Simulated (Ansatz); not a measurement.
Rh under a change: uniaxial strain ε_zz = −2.00 %

The parent structure is Rh in the fcc (Cu type) structure (space group Fm-3m, No. 225; a = 3.802 Å; relaxed with 0.1 eV smearing). Axes: x, y, z lie along the cube axes.

Now apply this change: the cell is compressed by 2.00 % along z with no lateral relaxation, atoms relaxed at fixed cell.

Calculations: r2SCAN/PAW in Ansatz (a first-principles code), no SOC. k-mesh 30×30×30 (Γ-centred); smearing 0.1 eV (Fermi–Dirac).

The space group becomes I4/mmm (No. 139) (base: Fm-3m (No. 225)) and the shortest interatomic distance shrinks by 0.027 Å (2.688 Å → 2.661 Å). The energy increases by 7.9 meV/atom and the pressure (mean of the normal stresses, compression positive) goes from zero to 6.0 GPa. The band gap remains zero and the stress (xx, yy, zz, yz, xz, xy; compression positive) comes out as (4.3, 4.3, 9.4, 0.0, 0.0, 0.0) GPa.

Final structure:

```
CELL_PARAMETERS angstrom
      0.00000     1.90077     1.86275
      1.90077     0.00000     1.86275
      1.90077     1.90077     0.00000
ATOMIC_POSITIONS crystal
  Rh 0.00000 0.00000 0.00000
```

Whether these cells are dynamically stable was not tested. All final runs are without spin polarisation.
